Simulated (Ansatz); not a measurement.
# Worked example: self-consistent single point of a (001) slab of Sr2Mg (cut from a parent of space group no. 139; 6 atoms in the cell) in Ansatz

Method of the run: PBEsol, default PAW files made with PBE (plane waves; Ansatz, a program for electronic structure).

Input as run:

Ansatz 0.2 input:
```yaml
crystal:
  lattice:
    - [4.257602, 0.000000, 0.000000]
    - [0.000000, 4.257602, 0.000000]
    - [0.000000, 0.000000, 25.419991]
  atoms:
    - { symbol: Sr, position: [0.000000, 0.000000, 0.275374] }
    - { symbol: Sr, position: [0.500000, 0.500000, 0.724626] }
    - { symbol: Mg, position: [0.000000, 0.000000, 0.643265] }
    - { symbol: Sr, position: [0.500000, 0.500000, 0.561908] }
    - { symbol: Sr, position: [0.000000, 0.000000, 0.438092] }
    - { symbol: Mg, position: [0.500000, 0.500000, 0.356731] }
basis:
  ecutwfc: 420.0
kpoints:
  mp_grid: { grid: [7, 7, 1] }
hamiltonian:
  xc: pbesol
  pseudopotentials: { kind: paw }
scf:
  occupations: { method: gaussian, width: 0.1 }
output:
  forces: true
  eigenvalues: true
  stress: true
```

Output, abridged:

```
WARN the atoms were moved onto the symmetric positions of the space group found under crystal.symmetry.tolerance 1.0e-5 (fractional …
WARN ansatz: RAYON_NUM_THREADS=1 ignored (pool sized by the plan → 1); use --threads N
Pseudopotentials: kind: paw
Pseudopotential: Sr, paw, valence charge 10
Pseudopotential: Mg, paw, valence charge 10
Crystal: 6 atoms, lattice volume = 460.793 Å³
Basis set: ecut = 420 eV, 8981 PW (Γ), exchange–correlation on 60×60×360 points (8 copies of the dense FFT grid, shifted against one another)
Bands: 36, of which v1, the nominal top of the filled ones, is band 30 counted from 1 (29 counted from 0)
Symmetry: 16 space group operations
Space group: P4/nmm (ITA 129), of the structure as read, at distance tolerance 7.7e-5 Å
k-points: 10 of 49
PAW frozen core: Sr, regenerated for the run's functional, and the local potential with it
PAW frozen core: Mg, regenerated for the run's functional, and the local potential with it
Initial density: superposition of atomic densities (neutral atoms: chi_scale 0, normalization atom), corrected by the library's trained network
Initial wavefunctions: pseudopotential atomic-orbital guess
Eigensolver: davidson
Functional: x = pbesol(κ = 0.804, μ = 0.12345679012345678), c = pbesol(β = 0.046)
SCF iter   1: F=—  HF=-17792.269493 eV  |F-HF|=—  |Δ(HF+E_count)|=         —  Δρ=2.43e-3  dr2=1.13e0  ethr=1.77e-3  ⟨swp⟩=11.9  Hψ=2057  notcnv=0
all-band conjugate gradients solve this SCF's bands
preconditioner: auto → LDOS
SCF iter   2: F=—  HF=-17792.232124 eV  |F-HF|=—  |Δ(HF+E_count)|=   3.74e-2  Δρ=8.32e-4  dr2=2.40e-2  ethr=1.77e-3  ⟨swp⟩=2.2  Hψ=464  notcnv=0
SCF iter   3: F=—  HF=-17792.231881 eV  |F-HF|=—  |Δ(HF+E_count)|=   2.42e-4  Δρ=3.36e-4  dr2=1.19e-3  ethr=3.99e-5  ⟨swp⟩=2.4  Hψ=681  notcnv=0  defer=2
SCF iter   4: F=—  HF=-17792.231798 eV  |F-HF|=—  |Δ(HF+E_count)|=   8.36e-5  Δρ=9.86e-5  dr2=1.15e-4  ethr=1.99e-6  ⟨swp⟩=2.0  Hψ=640  notcnv=0  defer=2
SCF iter   5: F=—  HF=-17792.231819 eV  |F-HF|=—  |Δ(HF+E_count)|=   2.08e-5  Δρ=3.15e-5  dr2=9.60e-6  ethr=1.92e-7  ⟨swp⟩=2.0  Hψ=538  notcnv=0  defer=2
SCF iter   6: F=—  HF=-17792.231689 eV  |F-HF|=—  |Δ(HF+E_count)|=   1.29e-4  Δρ=8.25e-6  dr2=6.73e-7  ethr=1.60e-8  ⟨swp⟩=2.0  Hψ=549  notcnv=0  defer=1
SCF iter   7: F=-17792.231690 eV  HF=-17792.231690 eV  |F-HF|=1.38e-8  |Δ(HF+E_count)|=   2.53e-7  Δρ=2.44e-6  dr2=3.68e-8  ethr=1.67e-10  ⟨swp⟩=13.0  Hψ=2185  notcnv=0
SCF 1 converged in 7 iterations: F = -17792.231690 eV  dr2 = 3.68e-8
SCF converged after 7 iterations
Free energy (F): -17792.231690 eV
Harris-Foulkes:  -17792.231690 eV  (|F-HF|=1.38e-8)
Internal energy: -17792.193172 eV  (E = F + TS)
E sigma→0 (E₀):  -17792.212431 eV
Entropy (-TS):   -0.038517 eV (-6.420 meV/atom)
Fermi energy:    1.812901 eV
--- Per-component energies (eV) ---
  E_band       = -1459.036080
  E_kinetic    = 1113.933604
  E_local      = -22052.727560  (includes V_loc(G=0)·N_el)
  E_nonlocal   = 1009.406653
  E_hartree    = 9698.616533
  E_xc         = -732.251848
  E_vxc        = -704.858790  (∫ρ·V_xc dr)
  E_paw        = -11141.424236  (= ΣΔE_a)
  E_vpaw       = -222.019438  (= ΣTr[D̂ρ^β])
  E_aug_tail   = -0.000010  (compensation charges beyond the density's cutoff)
  E_ewald      = 4311.598578
  E_core_change = 0.655114  (= ΣΔE_core)
  E_smearing   = -0.038517  (= −TS)
  E_closure    = 0.000000  (closes the sum)
  Σ components = -17792.231690   (vs F -17792.231690, Δ=0.00e0)
--- Forces (eV/Å), atoms counted from 1 ---
  atom   1  Sr     0.00000000     0.00000000     0.14461690
  atom   2  Sr     0.00000000     0.00000000    -0.14461690
  atom   3  Mg     0.00000000     0.00000000     0.03282104
  atom   4  Sr     0.00000000     0.00000000    -0.00388094
  atom   5  Sr     0.00000000     0.00000000     0.00388094
  atom   6  Mg     0.00000000     0.00000000    -0.03282104
  max |Σ_I F_I| component: 6.94e-18 eV/Å
--- Stress (GPa, compression-positive) ---
       -0.827273       0.000000       0.000000
        0.000000      -0.827273       0.000000
        0.000000       0.000000      -0.495890
  P = ⅓ Tr σ = -0.7168 GPa (-7.168 kbar)
  The stress holds the Pulay correction. Without it, at fixed plane waves, as pw.x and ABINIT print it: P = -0.7180 GPa
--- Band table (eV; the first three rows and the last of 10) ---
  k-point 0: bands = ["-73.8717", "-73.8717", "-40.8162", "-40.8162", "-40.8133", "-40.8133", "-40.8133", "-40.8133", "-34.8890", "-34.8890", "-34.4376", "-34.4305", "-16.9510", "-16.9506", "-16.8030", "-16.8030", "-16.8030", "-16.8030", "-16.5000", [...]
  k-point 1: bands = ["-73.8717", "-73.8717", "-40.8162", "-40.8162", "-40.8134", "-40.8134", "-40.8133", "-40.8133", "-34.8881", "-34.8881", "-34.4363", "-34.4299", "-16.9488", "-16.9484", "-16.8237", "-16.8237", "-16.8012", "-16.8012", "-16.4957", [...]
  k-point 2: bands = ["-73.8717", "-73.8717", "-40.8162", "-40.8162", "-40.8136", "-40.8136", "-40.8133", "-40.8133", "-34.8860", "-34.8860", "-34.4332", "-34.4288", "-16.9438", "-16.9435", "-16.8696", "-16.8696", "-16.7973", "-16.7973", "-16.4916", [...]
  k-point 9: bands = ["-73.8717", "-73.8717", "-40.8162", "-40.8162", "-40.8137", "-40.8137", "-40.8137", "-40.8137", "-34.8799", "-34.8799", "-34.4248", "-34.4245", "-16.9294", "-16.9294", "-16.8939", "-16.8939", "-16.8935", "-16.8935", "-16.5017", [...]
```

The run converged in 7 iterations.

The starting cell comes from a database of computed structures (which also holds hypothetical and non-ambient phases and stackings), without a prior relaxation at this level. The slab is cut from that crystal, and its faces are unrelaxed. Its lattice was rescaled by up to half a per cent.
